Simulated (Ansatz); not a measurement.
The starting structures come from a database of crystals and need not be the phases stable at ambient conditions.

The decay constant κ of evanescent states in the gap governs leakage through a thin film.

Data:

```
CrK3MnO8
1.0
    5.88347     0.00000     0.00000
    2.94173     7.38425     0.00000
    2.94174     1.17193     4.95863
K Mn Cr O
3 1 1 8
Direct
  0.29535   0.11395   0.29535
  0.69982   0.90055   0.69982
  0.50456   0.48631   0.50456
  0.09492   0.71524   0.09492
  0.90895   0.27316   0.90895
  0.22010   0.79054   0.76927
  0.22010   0.79054   0.22010
  0.76927   0.79054   0.22010
  0.78109   0.19417   0.24366
  0.78109   0.19417   0.78108
  0.24366   0.19417   0.78108
  0.16943   0.49171   0.16943
  0.83171   0.50488   0.83171
```

Space group of this cell: R3m. The cell is taken as given; by r2SCAN its mean pressure is -4.8 GPa.

Transport runs along the normal of the first two printed cell vectors, the (101) plane of the conventional cell.

The gap is the functional's own. No spin-orbit coupling. Mid-gap values are interpolated on the energy grid.

### Question
Compute, with r2SCAN (Ansatz, a first-principles code), the band gap and the smallest decay constant κ at mid-gap.

### Answer
Gap 0.89 eV on a 6×6×6 mesh; κ = 0.402 1/Å, at (0.000, 0.500) of the in-plane reciprocal vectors. At the zone centre, at the nearest computed energy, the slowest state has κ = 0.41 1/Å.
